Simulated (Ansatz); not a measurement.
**Response to strain in SiO2**

Take SiO₂ in the rutile structure (space group P4_2/mnm, No. 136; a = 4.1549 Å, c = 2.6615 Å) as the base.

Strains are applied to the cell and any free atomic positions relax.

All numbers come from Kohn–Sham DFT with the LDA functional, run in Ansatz (a program for electronic structure) with PAW and 420 eV plane waves, no spin-orbit coupling.

Notes on the quantities. energy relative to the base: free energy F.

| variant | energy relative to the base | band gap | volume per atom |
|---|---|---|---|
| base | 0 meV/atom | 5.81 eV | 7.66 Å³ |
| isotropic strain +0.60 % | … | … | 7.80 Å³ |
| isotropic strain +1.20 % | +9.5 meV/atom | 5.22 eV | 7.94 Å³ |
| isotropic strain +1.80 % | +21 meV/atom | 4.93 eV | 8.08 Å³ |
| isotropic strain +2.40 % | +36 meV/atom | … | 8.22 Å³ |
| isotropic strain +3.00 % | +56 meV/atom | 4.39 eV | 8.37 Å³ |

Problem. Fill in the withheld entries from the trend.

Solution. 
- isotropic strain +0.60 %, energy relative to the base: +2.4 meV/atom
- isotropic strain +0.60 %, band gap: 5.51 eV
- isotropic strain +2.40 %, band gap: 4.66 eV

Whether these cells are dynamically stable was not tested.
